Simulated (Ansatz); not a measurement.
Structures of equal composition on the (000-1) surface of 4H silicon carbide (C plane on top): (√3x√3)R30° C adatom at H3; (√3x√3)R30° C adatom at T4. The slabs share one bottom face, and each structure is named by its start. These are constructed structures in small cells; real faces may alloy, dewet or reconstruct in larger ones, and not all known structures of the face are among them. Slabs of about 11 Å with all that they carry, Fermi-Dirac smearing of 0.025 eV. Bottom of the slabs: H caps. Relaxed from the named starts with such symmetry as they have, on meshes of like density; energies extrapolated to zero smearing; no spin-orbit coupling, no U. Spin-polarised runs, if any, are marked in brackets, and their order is one that fits the cell; the others ran without spin. Where a second, spin-polarised start was run, the lower counts.

Host crystal: 4H silicon carbide, with a band gap (PBE, scalar-relativistic without spin-orbit coupling).

The numbers are results of PBE (plane waves to 420 eV, PAW; Ansatz, a program for electronic structure), not measurements.

Q: Rank these by energy per 1x1 cell (lowest first), as PBE gives it.

A: (√3x√3)R30° C adatom at T4 (0.000 eV (3 C–C bonds formed) [spin, 1.0 μB a cell], gap 0.75 eV on the mesh), (√3x√3)R30° C adatom at H3 (0.174 eV (3 C–C bonds formed) [spin start, no net moment], no gap over 0.04 eV on the mesh)
